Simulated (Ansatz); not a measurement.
**CuI: response to strain**

Start from CuI in the zinc blende structure (space group F-43m, No. 216; a = 5.9393 Å). Axes: x, y, z lie along the cube axes.

Strains are applied to the cell and any free atomic positions relax.

Method: PBEsol (Ansatz, an electronic-structure program, PAW, without spin-orbit coupling).

Notes on the quantities. energy relative to the base: free energy F.

| change | band gap | energy relative to the base | volume per atom |
|---|---|---|---|
| base | 1.17 eV | 0 meV/atom | 26.19 Å³ |
| tensor shear ε_xy = +2.00 % | 1.13 eV | +3.2 meV/atom | 26.18 Å³ |
| tensor shear ε_xy = +0.57 % | 1.16 eV | +0.3 meV/atom | 26.19 Å³ |
| tensor shear ε_xy = +0.29 % | 1.17 eV | +0.1 meV/atom | 26.19 Å³ |
| tensor shear ε_xy = +1.43 % | 1.14 eV | … | 26.18 Å³ |
| tensor shear ε_xy = +1.71 % | 1.14 eV | … | 26.18 Å³ |
| tensor shear ε_xy = +1.14 % | 1.15 eV | +1.0 meV/atom | 26.19 Å³ |
| tensor shear ε_xy = +0.86 % | 1.16 eV | … | 26.19 Å³ |

Q: What belongs in the blanks?

A: 
- tensor shear ε_xy = +1.43 %, energy relative to the base: +1.6 meV/atom
- tensor shear ε_xy = +1.71 %, energy relative to the base: +2.3 meV/atom
- tensor shear ε_xy = +0.86 %, energy relative to the base: +0.6 meV/atom

With I present, leaving out spin-orbit coupling can change the band edges. Stability against distortions was not tested. All final runs are without spin polarisation.
